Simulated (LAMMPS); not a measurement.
MD of Cu (fcc) with 50 % of Cu sites Pt at zero pressure over temperature, 4000 atoms; each row names its start.

Computed with classical MD, pair style eam, the elements' _u3.eam files (universal-3 set of Foiles, Baskes and Daw); code LAMMPS.

| T (K), start | state | volume | enthalpy | first peak of g(r), Cu-Pt | coordination number of Cu by Pt | D(Cu) | D(Pt) | viscosity |
|---|---|---|---|---|---|---|---|---|
| 300, crystal | crystal; no diffusion seen in 30 ps | 13.5783 ± 0.0001 Å³/atom | -4.6930 ± 0.0001 eV/atom | 2.64 Å, height 6.5 | 5.95 (counted to 3.22 Å) | - | - | - |
| 1190, crystal | crystal; no diffusion seen in 30 ps | 14.0320 ± 0.0004 Å³/atom | -4.4455 ± 0.0002 eV/atom | 2.62 Å, height 3.6 | 6.13 (counted to 3.34 Å) | - | - | - |
| 1620, melt | liquid | 14.620 ± 0.002 Å³/atom | -4.2279 ± 0.0005 eV/atom | 2.54 Å, height 3.0 | 7.12 (counted to 3.62 Å) | (3.23 ± 0.05) × 10^-5 cm²/s | (2.91 ± 0.06) × 10^-5 cm²/s | - |
| 1950, melt | liquid | 14.9147 ± 0.0010 Å³/atom | -4.1182 ± 0.0003 eV/atom | 2.54 Å, height 2.8 | 6.97 (counted to 3.62 Å) | (5.21 ± 0.05) × 10^-5 cm²/s | (4.71 ± 0.09) × 10^-5 cm²/s | 3.1 ± 0.2 mPa s |
| 2380, melt | liquid | 15.321 ± 0.002 Å³/atom | -3.9786 ± 0.0005 eV/atom | 2.52 Å, height 2.5 | 6.87 (counted to 3.66 Å) | (8.43 ± 0.10) × 10^-5 cm²/s | (7.51 ± 0.08) × 10^-5 cm²/s | 2.2 ± 0.2 mPa s |

Caution (rows 300, crystal; 1190, crystal): the random arrangement on this lattice is imposed, and need not be a phase that exists in equilibrium.

Caution (rows 1190, crystal; 1620, melt; 1950, melt; 2380, melt): a run this short can hold a crystal over, or a liquid under, the potential's own melting point, which these runs don't give.

States go by the mean squared displacement: a species diffuses where it passes 1.5 Å², still rises and gives D over 1e-6 cm²/s; a crystal has left its structure where atoms lie 0.35 Å off their sites on average or a cubic box changes its shape by 3 %, or the axial ratios of another lie 8 % off the starting cell's, which the potential's own relaxation can also do.

Errors of D are the spread over four groups of atoms in one short run; a floor of about 5 %, a picked value, is safer.

Errors shown are sampling errors alone.
